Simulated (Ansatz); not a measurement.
**Defect calculation: Ti on the Ta site in bcc Ta**

The numbers are results of PBE, PAW (plane waves to 420 eV; Ansatz, a program for electronic structure), not measurements. Set-up: 54-site cell; 4×4×4 shifted k-points; start: the Ta site; no spin–orbit coupling; no Hubbard U; finite-size errors of tenths of an eV; the relaxation kept the symmetry of the starting site.

Neighbours after relaxation, in Å: of the Ti atom: Ta 2.88, Ta 2.88, Ta 2.88, Ta 2.88, Ta 2.88, Ta 2.88, Ta 2.88, Ta 2.88 (the shell may go on).

Formation energies E_f are those of the neutral cell. Chemical conditions: host crystal and elements as references (Δμ(Ta) = 0.00 eV, Δμ(Ti) = 0.00 eV; Ti taken from its element, since no compound that bounds it was computed at this level; only phases computed here count, gases as isolated molecules at 0 K). Reference phases: Ta: bcc Ta, Ti: hcp Ti.

```csv
charge,moment (μB),point group,largest move off a lattice site (Å),"E_f, host crystal and elements as references (eV)"
0,not spin-polarised,Oh,0.02,0.19
```

Point groups are those of the whole cell at tolerances of 0.03 and 0.1 Å ("near" where only the looser one holds); none is given for unsettled states.

All states together cost about 10 core-minutes (a rough figure).
